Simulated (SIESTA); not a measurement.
Cost against accuracy: kgrid.MonkhorstPack for Mg₇SiN₆ (Ibam, 28 atoms in the cell)

Cell: a = 8.0257 Å, b = 8.0257 Å, c = 8.0257 Å, α = 140.82°, β = 102.23°, γ = 90.75°.

Method: GGA PBEsol, numerical atomic orbitals TZP, PseudoDojo PBEsol standard norm-conserving potentials (rewritten from UPF to PSML) (SIESTA).

Base settings: XC.functional = GGA; XC.authors = PBEsol; potentials = PseudoDojo PBEsol standard; PAO.BasisSize = TZP; PAO.EnergyShift = 0.01 Ry; MeshCutoff = 350 Ry; kgrid.MonkhorstPack = 4 4 4; OccupationFunction = MP; OccupationMPOrder = 0; ElectronicTemperature = 10 meV.

Misses are taken against the tightest run, 8 8 8, which need not be fully converged itself. The energy is the free energy per atom.

Core times come from one kind of shared machine and are given to one figure; runs under 30 s give none.

The starting cell comes from a database of computed structures (which also holds hypothetical and non-ambient phases and stackings), without a prior relaxation at this level. Its lattice was rescaled by a random factor within 2.5 % of one. Values carry the incompleteness of an atom-centred basis. In the base run, with a pressure of about 8 GPa the cell is away from its equilibrium volume at this level.

The runs (kgrid.MonkhorstPack): 1 1 1 | 2 2 2 | 3 3 3 | 4 4 4 | 5 5 5 | 6 6 6 | 7 7 7 | 8 8 8.

Task: Which is the coarsest setting among those run that, with all tighter ones, holds the energy within 20 meV/atom of the reference, and what does it save?

Result: 2 2 2, off by 2.6 meV/atom; it needs about 0.3 of the reference's time.

Task: Which is the coarsest setting among those run that, with all tighter ones, holds the energy within 0.5 meV/atom of the reference, and what does it save?

Result: 3 3 3, off by 0.08 meV/atom; it needs about 0.2 of the reference's time.

Task: What does the step from 1 1 1 to 6 6 6 buy?

Result: It takes the miss in the energy from 38 to 0.00 meV/atom, for roughly 3 times the time.

```csv
kgrid.MonkhorstPack,energy less reference (meV/atom),pressure less reference (GPa),largest difference in the force on any atom (eV/Å),core time / reference (rough)
1 1 1,-38.24,-1.09,0.089,0.2
2 2 2,2.62,0.02,0.008,0.3
3 3 3,0.08,-0.01,0.002,0.2
4 4 4,0.02,0.00,0.000,0.4
5 5 5,0.00,0.00,0.000,0.3
6 6 6,0.00,0.00,0.000,0.6
7 7 7,0.00,0.00,0.000,0.7
8 8 8,0.00,0.00,0.000,1
```
